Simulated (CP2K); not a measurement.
A self-consistent single point of SrC2 (R-3m, 3 atoms in the cell) with CP2K

Method: LDA (Pade form), GPW, DZVP-MOLOPT-SR-GTH basis, GTH-PADE potentials (GTH_POTENTIALS) (CP2K).

Input as run:

```
&GLOBAL
  PROJECT bulk
  RUN_TYPE ENERGY_FORCE
  PRINT_LEVEL MEDIUM
&END GLOBAL
&FORCE_EVAL
  METHOD Quickstep
  STRESS_TENSOR ANALYTICAL
  &DFT
    BASIS_SET_FILE_NAME BASIS_MOLOPT
    POTENTIAL_FILE_NAME GTH_POTENTIALS
    &QS
      METHOD GPW
      EPS_DEFAULT 1E-10
    &END QS
    &MGRID
      CUTOFF 500
      REL_CUTOFF 60
      NGRIDS 5
    &END MGRID
    &SCF
      SCF_GUESS ATOMIC
      EPS_SCF 1E-6
      MAX_SCF 100
      ADDED_MOS 4
      &DIAGONALIZATION
        ALGORITHM STANDARD
      &END DIAGONALIZATION
      &MIXING
        METHOD BROYDEN_MIXING
        ALPHA 0.3
        NBUFFER 8
        BETA 1
      &END MIXING
    &END SCF
    &KPOINTS
      SCHEME MONKHORST-PACK 9 9 9
    &END KPOINTS
    &XC
      &XC_FUNCTIONAL PADE
      &END XC_FUNCTIONAL
    &END XC
    &PRINT
      &MO
        EIGENVALUES T
        OCCUPATION_NUMBERS T
        NDIGITS 8
        FILENAME mo
        &EACH
          QS_SCF 0
        &END EACH
        ADD_LAST NUMERIC
      &END MO
      &MULLIKEN ON
      &END MULLIKEN
    &END PRINT
  &END DFT
  &SUBSYS
    &CELL
      A 3.71078500 0.00000000 0.00000000
      B 0.29537600 3.69901100 0.00000000
      C 0.29537600 0.27273000 3.68894300
      PERIODIC XYZ
    &END CELL
    &COORD
      Sr       0.00000000     0.00000000     0.00000000
      C        2.54458712     2.34949530     2.18220530
      C        1.75694988     1.62224570     1.50673770
    &END COORD
    &KIND Sr
      BASIS_SET DZVP-MOLOPT-SR-GTH-q10
      POTENTIAL GTH-PADE-q10
    &END KIND
    &KIND C
      BASIS_SET DZVP-MOLOPT-SR-GTH-q4
      POTENTIAL GTH-PADE-q4
    &END KIND
  &END SUBSYS
  &PRINT
    &FORCES ON
    &END FORCES
    &STRESS_TENSOR ON
    &END STRESS_TENSOR
  &END PRINT
&END FORCE_EVAL
```

Log, with long lists cut:

```
 GLOBAL| Method name                                                        CP2K
 GLOBAL| Project name                                                       bulk
 GLOBAL| Run type                                                   ENERGY_FORCE

 CELL| Volume [angstrom^3]:                                            50.635297
 CELL| Vector a [angstrom]:       3.711     0.000     0.000   |a| =     3.710785
 CELL| Vector b [angstrom]:       0.295     3.699     0.000   |b| =     3.710786
 CELL| Vector c [angstrom]:       0.295     0.273     3.689   |c| =     3.710786
 CELL| Angle (b,c), alpha [degree]:                                    85.434460
 CELL| Angle (a,c), beta  [degree]:                                    85.434465
 CELL| Angle (a,b), gamma [degree]:                                    85.434465
 CELL| Numerically orthorhombic:                                              NO
 CELL| Periodicity                                                           XYZ

 DFT| Spin restricted Kohn-Sham (RKS) calculation                            RKS
 DFT| Multiplicity                                                             1
 DFT| Number of spin states                                                    1
 DFT| Charge                                                                   0
 DFT| XC density smoothing                                                  NONE
 DFT| XC derivatives                                                          PW

 QS| Method:                                                                 GPW
 QS| Density plane wave grid type                        NON-SPHERICAL FULLSPACE
 QS| Number of grid levels:                                                    5
 QS| Density cutoff [a.u.]:                                                250.0
 QS| Multi grid cutoff [a.u.]: 1) grid level                               250.0
   [... lines left out ...]
 BRILLOUIN| Wavefunction type                                            COMPLEX
 BRILLOUIN| List of Kpoints [2 Pi/Bohr]                                      365
 BRILLOUIN| Number           Weight            X              Y              Z
 BRILLOUIN|     1           0.00274       -0.44444       -0.44444       -0.44444
 BRILLOUIN|     2           0.00274       -0.44444       -0.44444       -0.33333
 BRILLOUIN|     3           0.00274       -0.44444       -0.44444       -0.22222
   [... 362 lines left out ...]
 *******************************************************************************

 Extrapolation method: initial_guess

 Re-scaling the density matrix to get the right number of electrons
                  # Electrons              Trace(P)               Scaling factor
                           18                18.000                        1.000

 Number of electrons:                                                         18
 Number of occupied orbitals:                                                  9
 Number of molecular orbitals:                                                13

 Number of orbital functions:                                                 40
 Number of independent orbital functions:                                     40
 SCF WAVEFUNCTION OPTIMIZATION

  Step     Update method      Time    Convergence         Total energy    Change
     1 NoMix/Diag. 0.30E+00      -     1.86797677       -42.0621604271 -4.21E+01
     2 Broy./Diag. 0.30E+00      -     0.02363479       -41.7079337596  3.54E-01
     3 Broy./Diag. 0.30E+00      -     0.03902761       -41.9943326368 -2.86E-01
     4 Broy./Diag. 0.30E+00      -     0.00816470       -42.1401665181 -1.46E-01
     5 Broy./Diag. 0.30E+00      -     0.00276716       -42.0885634472  5.16E-02
     6 Broy./Diag. 0.30E+00      -     0.00066357       -42.1015588551 -1.30E-02
     7 Broy./Diag. 0.30E+00      -     0.00049527       -42.1015347228  2.41E-05
     8 Broy./Diag. 0.30E+00      -     0.00011266       -42.1037890088 -2.25E-03
     9 Broy./Diag. 0.30E+00      -     0.00003446       -42.1037896437 -6.35E-07
    10 Broy./Diag. 0.30E+00      -     0.00003244       -42.1038372410 -4.76E-05
    11 Broy./Diag. 0.30E+00      -     0.00000279       -42.1037749750  6.23E-05
    12 Broy./Diag. 0.30E+00      -     0.00000176       -42.1037727388  2.24E-06
    13 Broy./Diag. 0.30E+00      -     0.00000004       -42.1037707930  1.95E-06
  *** SCF run converged in    13 steps ***

  Electronic density on regular grids:        -17.9999999996        0.0000000004
  Core density on regular grids:               17.9999999983       -0.0000000017
  Total charge density on r-space grids:       -0.0000000012
  Total charge density g-space grids:          -0.0000000012

  Overlap energy of the core charge distribution:               0.00000809523667
  Self energy of the core charge distribution:                -84.64774528093682
  Core Hamiltonian energy:                                     20.72187436505990
  Hartree energy:                                              29.49015407982107
  Exchange-correlation energy:                                 -7.66806205221224

  Total energy:                                               -42.10377079303142

                     Mulliken Population Analysis

 #  Atom  Element  Kind  Atomic population                           Net charge
       1     Sr       1          9.575141                              0.424859
       2     C        2          4.212429                             -0.212429
       3     C        2          4.212429                             -0.212429
 # Total charge                             18.000000                 -0.000000

 ENERGY| Total FORCE_EVAL ( QS ) energy [hartree]            -42.103771133008422

 FORCES| Atomic forces [hartree/bohr]
 FORCES|   Atom     x               y               z               |f|
 FORCES|      1  5.56045335E-09  7.36081389E-09  6.18336933E-09   1.11055967E-08
 FORCES|      2 -4.23693290E-03 -3.91214799E-03 -3.63359869E-03   6.81612366E-03
 FORCES|      3  4.23692734E-03  3.91214063E-03  3.63359251E-03   6.81611269E-03
 FORCES| Sum    -4.45074533E-12  1.85566493E-12  3.27467307E-12
 FORCES| Total atomic force                                       5.82890298E-12

 STRESS| Analytical stress tensor [bar]
 STRESS|                        x                   y                   z
 STRESS|      x       -6.49167166342E+04  -1.10844816537E+04  -1.02950223037E+04
 STRESS|      y       -1.10844816537E+04  -6.31464236565E+04  -9.50551677663E+03
 STRESS|      z       -1.02950223037E+04  -9.50551677663E+03  -6.17409782984E+04
 STRESS| 1/3 Trace                                            -6.32680395297E+04
```

The run converged in 13 iterations.

The starting cell comes from a database of computed structures (which also holds hypothetical and non-ambient phases and stackings), without a prior relaxation at this level. Values carry the incompleteness of an atom-centred basis. With a pressure of about -6 GPa the cell is away from its equilibrium volume at this level.
